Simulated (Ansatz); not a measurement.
Here is the system:

End structure of H on the 1x1 (111) surface of fcc Al, one in a 2x2 cell, started at the site 'bridge Al-Al (span 2.9 Å)':

```xyz
17
Lattice="5.7162 0.0000 0.0000 -2.8581 4.9504 0.0000 0.0000 0.0000 26.5000" Properties=species:S:1:pos:R:3 pbc="T T T"
Al     0.0000     1.6501     9.7631
Al    -1.4290     4.1253     9.7631
Al     2.8581     1.6501     9.7631
Al     1.4290     4.1253     9.7631
Al     1.4290     0.8251    12.1036
Al     0.0000     3.3002    12.1036
Al     4.2871     0.8251    12.1036
Al     2.8581     3.3002    12.1036
Al     0.0037     0.0021    14.4252
Al    -1.4336     2.4726    14.3582
Al     2.8473     0.0015    14.4248
Al     1.4250     2.4651    14.4248
Al    -0.0450     1.6684    16.7312
Al    -1.4358     4.0772    16.7312
Al     2.8888     1.6678    16.7314
Al     1.4227     4.1216    16.7319
H      1.4193     0.8194    17.6501
```

Set-up: 17 atoms, 7.0 Å thick at the start under the adsorbate (thin: gaps and levels are the slab's own); mesh 6x6x1; 0.1 eV smearing; dipole correction on; single point; on the structure that PBE left under its start's symmetry; no spin, no spin-orbit, no U, no dispersion correction. At the end it is bonded to 3 Al. In PBE this state lies 0.03 eV over the lowest of the starts that converged ('top Al').

A negative adsorption energy means that the adsorbate is more stable on the surface than in its reference.

Task: Predict the change of the work function from r2SCAN, at the PBE geometry (Ansatz, a quantum-chemistry and plane-wave program).

Result: -0.11 eV

Task: Predict the work function of the top face from r2SCAN, at the PBE geometry.

Result: 3.97 eV

Task: Estimate the change of the step from the bottom to the top vacuum level, against the clean slab that r2SCAN, at the PBE geometry returns for this input.

Result: -0.14 eV

Task: Give the adsorption energy against ½ H2(g) at the same level at the level r2SCAN, at the PBE geometry.

Result: 0.24 eV
